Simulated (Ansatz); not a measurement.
SnTe₂ (model structure, started from the CdCl2 type, R-3m, No. 166, 3 atoms in the cell) was calculated with PBEsol+SOC (Ansatz, a first-principles code, plane waves, PAW).

Input file:

Ansatz 0.2 input:
```yaml
crystal:
  lattice:
    - [2.073282711, 1.1970104911, 6.1483347267]
    - [-2.073282711, 1.1970104911, 6.1483347267]
    - [0.0, -2.3940205029, 6.14833482]
  atoms:
    - { symbol: Sn, position: [0.0, 0.0, 0.0] }
    - { symbol: Te, position: [0.2351457091, 0.2351457091, 0.2351457091] }
    - { symbol: Te, position: [0.7648542909, 0.7648542909, 0.7648542909] }
basis:
  ecutwfc: 520
  ecutrho_ratio: 4
  xc_grid: 2
kpoints:
  mp_grid: { grid: [16, 16, 16] }
hamiltonian:
  xc: pbesol
  dispersion: none
  pseudopotentials: { kind: paw }
scf:
  occupations: { method: fermi_dirac, width: 0.05 }
  convergence: { dr2_threshold: 0.0000000003 }
output:
  forces: true
  stress: true
  eigenvalues: true
magnetization:
  noncollinear: true
  spin_orbit: true
```

How many irreducible k-points, plane waves at Γ does the program set up, and what pressure does the run end with?

417 irreducible k-points, 2495 plane waves at Γ; P = -0.10 GPa, so the cell is stretched on average and its volume would shrink at this level.

Output (set-up and result lines):

```
Crystal: 3 atoms, lattice volume = 91.551 Å³
Basis set: ecut = 520 eV, 2495 PW (Γ), FFT grids on a1−a3, a2−a3, a3, exchange–correlation on 64×64×100 points (8 copies of the dense FFT grid, shifted against one another)
Bands: 56, of which v1, the nominal top of the filled ones, is band 46 counted from 1 (45 counted from 0)
Symmetry: 12 space group operations + 12 with time reversal
k-points: 417 of 4096
Initial density: superposition of atomic densities (chi_scale 0.1, normalization cell, long waves kept (reshape's long-wave potential 0.02 eV rms))
Functional: x = pbesol(κ = 0.804, μ = 0.12345679012345678), c = pbesol(β = 0.046)
spin=Noncollinear: Kerker preconditioning applied to the charge; magnetization (m_x, m_y, m_z) channels mix plain (no charge-response kernel on spin).
SCF 1 converged in 11 iterations: F = -19760.573012 eV  dr2 = 2.25e-10
SCF converged after 11 iterations
Free energy (F): -19760.573012 eV
Internal energy: -19760.556113 eV  (E = F + TS)
E sigma→0 (E₀):  -19760.564563 eV
Fermi energy:    9.419176 eV
--- Forces (eV/Å), atoms counted from 1 ---
  atom   1  Sn     0.00000000     0.00000000     0.00000000
  atom   2  Te     0.00000000     0.00000000     0.01370120
  atom   3  Te    -0.00000000    -0.00000000    -0.01370120
--- Stress (GPa, compression-positive) ---
       -0.108578       0.000000       0.000000
        0.000000      -0.108578       0.000000
        0.000000       0.000000      -0.089825
  P = ⅓ Tr σ = -0.1023 GPa (-1.023 kbar)
```

The PAW data were made under PBE.

Note: the relaxation could raise the start's symmetry but not lower it, so the cell can be a saddle point.

A model structure was made by putting elements into a prototype or built by hand; it is no filed structure, need not be a known phase, and can be a saddle point held by its symmetry.
